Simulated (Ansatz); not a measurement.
# BaTe under a change: isotropic strain −1.00 %

Start from BaTe in the rock salt structure (space group Fm-3m, No. 225; a = 6.941 Å).

The change: every lattice vector is shortened by 1.00 %; the atoms relax in the strained cell.

Calculations: PBEsol (Ansatz, a program for electronic structure, PAW, spin-orbit coupling left out). Settings: 8×8×8 k-points, 0.05 eV Fermi–Dirac smearing.

Volume per atom: 40.57 Å³ (base 41.81 Å³)
Space group: Fm-3m (No. 225) (base Fm-3m (No. 225))
Shortest interatomic distance: 3.436 Å (base 3.471 Å)
Energy relative to the base (free energy F): +3.9 meV/atom
Pressure: 1.03 GPa (base 0.00 GPa)
Band gap: 1.39 eV (base 1.46 eV)
Gap character: indirect, Γ → X (base indirect, Γ → X)
Smallest direct gap: 1.75 eV (base 1.82 eV)
Mean gap deformation potential ΔEg/Δln V: +2.3 eV
Width of the top valence band: 1.19 eV (base 1.12 eV)
Electron mass: 1.3 mₑ along k, 0.25 mₑ across (at X) (base 1.3 mₑ along k, 0.26 mₑ across (at X))

Final structure:

```
CELL_PARAMETERS angstrom
      0.00000     3.43599     3.43599
      3.43599     0.00000     3.43599
      3.43599     3.43599     0.00000
ATOMIC_POSITIONS crystal
  Ba 0.00000 0.00000 0.00000
  Te 0.50000 0.50000 0.50000
```

Cost of the whole job for the changed cell (relaxation, final SCF and bands): roughly 6 core-seconds.

Spin-orbit coupling, missing from the scalar runs, can matter with Te. Effective masses come from finite differences of ±0.01 Å⁻¹. Along k means along the line from Γ to the band edge. No phonon test of stability was made.
